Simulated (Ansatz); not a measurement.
An Ansatz (a first-principles code) run: W with a change (uniaxial stress, 0.5 GPa tension along z); Ansatz, PBE, PAW, cutoff 420 eV, no spin-orbit coupling.

Input:

Ansatz 0.2 input:
```yaml
crystal:
  lattice:
    - [-1.5918994204, 1.5918994204, 1.5918994204]
    - [1.5918994204, -1.5918994204, 1.5918994204]
    - [1.5918994204, 1.5918994204, -1.5918994204]
  atoms:
    - { symbol: W, position: [0, 0, 0] }
basis: { ecutwfc: 420, ecutrho_ratio: 4, xc_grid: 2, fft_grid_basis: typed }
kpoints: { mp_grid: { grid: [29, 29, 29] } }
hamiltonian:
  xc: pbe
  dispersion: none
  pseudopotentials: { kind: paw }
scf: { occupations: { method: fermi_dirac, width: 0.1 } }
relax: { f_tol: 0.005, max_steps: 50, cell: { stress_tol: 0.01, sigma_target: [0, 0, -0.5, 0, 0, 0] } }
output: { forces: true, stress: true }
checkpoint: { write: state.ck, write_every: 1000 }
```

Output (explanatory and most iteration lines left out):

```
Relaxation: its limit of steps is 50 (relax.max_steps)
Pseudopotential: W, paw, valence charge 14
Crystal: 1 atoms, lattice volume = 16.136 Å³
Basis set: ecut = 420 eV, 321 PW (Γ), exchange–correlation on 40×40×40 points (8 copies of the dense FFT grid, shifted against one another)
Bands: 11, of which v1, the nominal top of the filled ones, is band 7 counted from 1 (6 counted from 0)
Symmetry: 16 space group operations
k-points: 1800 of 24389
Functional: x = pbe(κ = 0.804, μ = 0.2195149727645171), c = pbe(β = 0.06672455060314922)
SCF iter   1: F=—  HF=-10384.830666 eV  |F-HF|=—  |Δ(HF+E_count)|=         —  Δρ=1.54e-3  dr2=1.31e-4  ethr=1.77e-3  ⟨swp⟩=5.0  Hψ=103936  notcnv=0
SCF iter   2: F=—  HF=-10384.830409 eV  |F-HF|=—  |Δ(HF+E_count)|=   2.58e-4  Δρ=7.91e-4  dr2=3.03e-5  ethr=9.32e-7  ⟨swp⟩=2.3  Hψ=45331  notcnv=0
SCF 1 converged in 6 iterations: F = -10384.830437 eV  dr2 = 6.75e-9
relax step   1: F+E_penalty+E_count = -10384.83043693 eV  Δ(F+E_penalty+E_count) = +0.000e0 eV  max|allowed force component| = 0.000e0 eV/Å  Δτ_max = 0.0000 Å  P = -0.000 GPa  Ω = 16.136 Å³  (6 SCF iters, dr2 threshold 1.00e-7 eV, accepted)
[... steps on the carried basis left out ...]
relax step   4: F+E_penalty+E_count = -10384.83040561 eV  Δ(F+E_penalty+E_count) = -5.404e-6 eV  max|allowed force component| = 0.000e0 eV/Å  Δτ_max = 0.0000 Å  P = -0.172 GPa  Ω = 16.146 Å³  stress off target by 7.34e-3 GPa  SCF on the basis re-selected at this cell (its energy is not comparable with the rows above)  (4 SCF iters)
SCF converged after 4 iterations
Free energy (F): -10384.830406 eV
Internal energy: -10384.814395 eV  (E = F + TS)
E sigma→0 (E₀):  -10384.822400 eV
Entropy (-TS):   -0.016010 eV (-16.010 meV/atom)
Fermi energy:    22.157268 eV
--- Forces (eV/Å), atoms counted from 1 ---
  atom   1  W     -0.00000000    -0.00000000     0.00000000
--- Stress (GPa, compression-positive) ---
       -0.004432       0.000000       0.000000
        0.000000      -0.004432      -0.000000
        0.000000      -0.000000      -0.507344
  P = ⅓ Tr σ = -0.1721 GPa (-1.721 kbar)
--- Relaxed structure (3 steps of the walk, 2 accepted, 1 SCFs on fresh bases) ---
  cell:  # Å, volume = 16.1456 Å³
    - [-1.5913392039360015, 1.5913392039360015, 1.5939312173637592]
    - [1.5913392039360015, -1.5913392039360015, 1.5939312173637592]
    - [1.5913392039360015, 1.5913392039360015, -1.5939312173637592]
  atoms:
    - { symbol: W, position: [0.0, 0.0, 0.0] }
```

Load acts through the strain it causes; cell and atoms are relaxed under it. sigma_target is in GPa, compression positive, in the order xx, yy, zz, yz, xz, xy. Beyond what the load breaks, stability against distortions was not tested. All final runs are without spin polarisation. The cell was made from W in the bcc (W type) structure (space group Im-3m, No. 229) by this change: uniaxial stress, 0.5 GPa tension along z.
